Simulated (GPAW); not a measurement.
A self-consistent single point of YGe₂ (I4_1/amd, 6 atoms in the cell) with GPAW.

Level of theory: LDA (Perdew-Wang 92), GPAW PAW datasets LDA (gpaw-data 1.0.1) (plane waves; GPAW).

```xyz
6
Lattice="-2.0219 2.0219 8.4277 2.0219 -2.0219 8.4277 2.0219 2.0219 -8.4277" Properties=species:S:1:pos:R:3 pbc="T T T"
Y      0.0000     0.0000     8.4277
Y      2.0219     0.0000     4.2138
Ge     0.0000     2.0219     5.5284
Ge     0.0000     0.0000     1.3146
Ge     0.0000     0.0000    15.5408
Ge     0.0000     2.0219     2.8993
```

Reference input (self-consistent single point, DFT PBEsol, plane waves, GPAW PAW datasets PBEsol (made by gpaw-setup)): mode = pw; ecut = 550 eV; xc = PBEsol; kpts = 5 5 5; mesh shift (steps) = 0 0 0; occupations.name = fermi-dirac; occupations.width = 0.1 eV; nbands = -14; convergence.density = 1e-05 e/electron; convergence.energy = 1e-05 eV/electron; symmetry.symmorphic = false; symmetry.tolerance = 0.0005. This run's input differs from it in these lines:

```diff
@@ -17,3 +17,3 @@
 calc = GPAW(mode={'name': 'pw', 'ecut': 550},
-            xc='PBEsol',
+            xc='LDA',
             kpts=(5, 5, 5),
```

Its files differ too (potentials: GPAW PAW datasets LDA (gpaw-data 1.0.1)).

The program printed (abridged):

```
     iter     time        total  log10-change:
                         energy   eigst   dens
iter:   1 --:--:--   -35.014341
iter:   2 --:--:--   -34.945516   -2.00  -1.20
iter:   3 --:--:--   -34.648200   -1.39  -1.23
iter:   4 --:--:--   -34.647725   -2.51  -1.61
iter:   5 --:--:--   -34.615687   -2.77  -1.71
iter:   6 --:--:--   -34.624037   -2.91  -2.16
iter:   7 --:--:--   -34.610724   -3.54  -2.23
iter:   8 --:--:--   -34.610140   -4.49  -2.78
iter:   9 --:--:--   -34.609666   -4.55  -2.93
iter:  10 --:--:--   -34.609565   -4.34  -3.09
iter:  11 --:--:--   -34.609546c  -5.74  -3.82
iter:  12 --:--:--   -34.609538c  -6.92  -3.85
iter:  13 --:--:--   -34.609527c  -7.25  -3.88
iter:  14 --:--:--   -34.609517c  -6.74  -3.98
iter:  15 --:--:--   -34.609513c  -6.95  -4.20
iter:  16 --:--:--   -34.609511c  -7.46c -4.64
iter:  17 --:--:--   -34.609511c  -8.73c -4.81
iter:  18 --:--:--   -34.609511c  -9.72c -4.86
iter:  19 --:--:--   -34.609511c  -8.87c -4.90
iter:  20 --:--:--   -34.609511c  -9.49c -5.50c
Converged after 20 iterations.

Dipole moment: (-1.437616, 1.437616, 0.000000) |e|*Ang

Energy contributions relative to reference atoms: (reference = -412047.043703)

Kinetic:        +31.290847
Potential:      -28.385406
External:        +0.000000
XC:             -37.166660
Entropy (-ST):   -0.071840
Local:           -0.312372
SIC:             +0.000000
--------------------------
Free energy:    -34.645431
Extrapolated:   -34.609511

Showing only first 2 kpts
 Kpt  Band  Eigenvalues  Occupancy
  0    17      6.57025    1.99744
  0    18      6.80876    1.97259
  0    19      7.51067    0.12100
  0    20      8.76575    0.00000

  1    17      6.62222    1.99571
  1    18      7.18231    1.26405
  1    19      7.70957    0.01747
  1    20      7.74306    0.01253

Fermi level: 7.23640

No gap
   [... lines left out ...]
  0 Y     0.00000    0.00000   -0.00000
  1 Y     0.00000    0.00000   -0.00000
  2 Ge    0.00000    0.00000   -0.09010
  3 Ge    0.00000    0.00000   -0.09010
  4 Ge    0.00000    0.00000    0.09010
  5 Ge    0.00000    0.00000    0.09010

Stress tensor:
     0.047818     0.000000    -0.000000
     0.000000     0.047818     0.000000
    -0.000000     0.000000     0.042610
Stress (GPa, Voigt): [ 7.6614  7.6614  6.8268  0.     -0.      0.    ]
```

The run converged in 20 iterations. GPAW prints stress with tension positive. Against the reference run the pressure goes from -5.46 to -7.38 GPa and the largest force goes from 0.069 to 0.090 eV/Å.

The starting cell comes from a database of computed structures (which also holds hypothetical and non-ambient phases and stackings), without a prior relaxation at this level. Its lattice was rescaled by a random factor within 2.5 % of one. With a pressure of about -7 GPa the cell is away from its equilibrium volume at this level.

Cost on one core of a shared machine: roughly 7 min.
